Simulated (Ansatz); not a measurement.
C (model structure, started from the Si type, Ia-3, No. 206, 8 atoms in the cell), treated with r²SCAN+rVV10 (PAW; Ansatz, an electronic-structure program).

Settings: plane-wave cutoff 560 eV, 14×14×14 k mesh, Fermi–Dirac smearing 0.05 eV, scalar-relativistic PAW data made under PBE.

Cell (relaxed at this level):

```cif
data_C8
_chemical_formula_sum 'C8'
_space_group_name_H-M_alt 'P 1'
_space_group_IT_number 1
_cell_length_a 3.86697
_cell_length_b 3.86697
_cell_length_c 3.86697
_cell_angle_alpha 109.471
_cell_angle_beta 109.471
_cell_angle_gamma 109.471
loop_
_space_group_symop_operation_xyz
  'x, y, z'
loop_
_atom_site_label
_atom_site_type_symbol
_atom_site_fract_x
_atom_site_fract_y
_atom_site_fract_z
_atom_site_occupancy
C1 C 0.18721 0.18721 0.18721 1
C2 C 0.50000 0.00000 0.31279 1
C3 C 0.31279 0.50000 0.00000 1
C4 C 0.00000 0.31279 0.50000 1
C5 C 0.81279 0.81279 0.81279 1
C6 C 0.50000 0.00000 0.68721 1
C7 C 0.68721 0.50000 0.00000 1
C8 C 0.00000 0.68721 0.50000 1
```

Q: What does this level give for the band gap and Γ–Γ gap?

A: 
- band gap = 2.68 eV (on the SCF k mesh)
- Γ–Γ gap = 7.69 eV

Note: the relaxation could raise the start's symmetry but not lower it, so the cell can be a saddle point.

Static lattice: no zero-point or thermal effects.

A model structure was made by putting elements into a prototype or built by hand; it is no filed structure, need not be a known phase, and can be a saddle point held by its symmetry.
